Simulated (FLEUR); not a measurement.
Input and output of a self-consistent single point for LiNbSe2 (P6_3/mmc, 8 atoms in the cell) (FLEUR).

Method of the run: PBEsol, all-electron FLAPW (FLEUR), scalar-relativistic valence.

The change in words: lattice scaled by 0.98. Reference geometry:
```yaml
crystal:
  lattice:
    - [3.53331, 0.00000, 0.00000]
    - [-1.76666, 3.05994, 0.00000]
    - [0.00000, 0.00000, 13.54232]
  atoms:
    - { symbol: Li, position: [0.00000, 0.00000, 0.00000] }
    - { symbol: Li, position: [0.00000, 0.00000, 0.50000] }
    - { symbol: Nb, position: [0.00000, 0.00000, 0.25000] }
    - { symbol: Nb, position: [0.00000, 0.00000, 0.75000] }
    - { symbol: Se, position: [0.33333, 0.66667, 0.12695] }
    - { symbol: Se, position: [0.66667, 0.33333, 0.87305] }
    - { symbol: Se, position: [0.66667, 0.33333, 0.62695] }
    - { symbol: Se, position: [0.33333, 0.66667, 0.37305] }
```

Reference input (self-consistent single point, DFT, PBEsol, all-electron FLAPW (FLEUR), scalar-relativistic valence): Kmax = 4.4 1/bohr; GmaxXC = 13.2 1/bohr; xcFunctional = PBEs; jspins = 1; l_soc = F; mode = hist; fermiSmearingEnergy = 0.0001 Htr; mesh (inpgen div1-3) = 6 6 2; inpgen gamma flag = true; Gmax = 13.2 1/bohr; numbands = 0; maxIterBroyd = 99. This run's input differs from it in these lines:

```diff
@@ -3,5 +3,5 @@
 &input film=f /
-3.5333098733 0.0000000294 0.0000000000
--1.7666549621 3.0599360950 0.0000000000
-0.0000000000 0.0000000000 13.5423200000
+3.4626436142 0.0000000895 0.0000000000
+-1.7313218846 2.9987372894 0.0000000000
+0.0000000000 0.0000000000 13.2714740000
 1.8897261246
@@ -50,5 +50,5 @@
          <bravaisMatrix>
-            <row-1>    6.6769879738821256     0.0000000555579481     0.0000000000000000</row-1>
-            <row-2>   -3.3384940350345929     5.7824411783280070     0.0000000000000000</row-2>
-            <row-3>    0.0000000000000000     0.0000000000000000    25.5912758916930692</row-3>
+            <row-1>    6.5434480979331031     0.0000001691304882     0.0000000000000000</row-1>
+            <row-2>   -3.2717241954203264     5.6667921965913708     0.0000000000000000</row-2>
+            <row-3>    0.0000000000000000     0.0000000000000000    25.0794511297496570</row-3>
          </bravaisMatrix>
```

Log, with long lists cut:

```
 Iteration:     1   Distance:       8.61171146 me/bohr^3
 Iteration:     2   Distance:       7.54323880 me/bohr^3
 Iteration:     3   Distance:       3.73129015 me/bohr^3
 Iteration:     4   Distance:       5.86059646 me/bohr^3
 Iteration:     5   Distance:       2.62645279 me/bohr^3
   [... 7 lines left out ...]
 Iteration:    13   Distance:       0.00043205 me/bohr^3
 Iteration:    14   Distance:       0.00017683 me/bohr^3
 Iteration:    15   Distance:       0.00013334 me/bohr^3
 Iteration:    16   Distance:       0.00000816 me/bohr^3
 Reset of history
 Run finished successfully
 Stop message:
   Structural relaxation: new displacements generated

[file out, last iteration]
             iter=     17
[...]
          total density-effective poten   -2.8007525297E+04
          total charge density-energy d   -5.8336529831E+02
 Updated energy parameters for spin:           1
[...]
 fermi energy and band-weighting factors:

[...]
FERMIE:
          first approx. to ef    (T=0)  :   0.364098 htr   (energy of the highest occ. eigenvalue)
          number of occ. states  (T=0)  :        644
          first approx. to seigv (T=0)  : -68.432589 htr
          sum of weights of occ. states :  46.000000
          sum of semicore charge        :   0.000000 e
FERHIS:  Fermi-Energy by histogram:
          bandgap                     :   0.027648 htr
   [... lines left out ...]
          charge neutrality (T=0)     :   0.000000    (zero if the highest occ. eigenvalue is "entirely" occupied)
 Direct bandgap for spin            1 :    5.4209147427864424E-002  Htr
 ---->    free energy=                    -17366.2969349986 htr
   [... lines left out ...]
 TOTAL FORCE FOR ATOM TYPE=  1  X=  0.000   Y=  0.000   Z=  0.000
                       FX_TOT= 0.000000 FY_TOT= 0.000000 FZ_TOT= 0.000000
 TOTAL FORCE FOR ATOM TYPE=  2  X=  0.000   Y=  0.000   Z=  6.270
                       FX_TOT= 0.000000 FY_TOT= 0.000000 FZ_TOT= 0.000000
 TOTAL FORCE FOR ATOM TYPE=  3  X=  3.272   Y= -1.889   Z=  3.184
                       FX_TOT= 0.000000 FY_TOT= 0.000000 FZ_TOT=-0.026255
```

The run converged in 16 iterations. FLEUR gives forces in its relaxation mode, with a further iteration, so its stop message speaks of a relaxation. 

The starting cell comes from a database of computed structures (which also holds hypothetical and non-ambient phases and stackings), without a prior relaxation at this level. For this run, on top of that: lattice scaled by 0.98. Values depend on the basis (sphere radii, cutoffs, local orbitals), which need not be converged.

These are the values that this program gave, and no reference: the default basis lacks the next d shell.

Cost on one core of a shared machine: roughly 7 min.
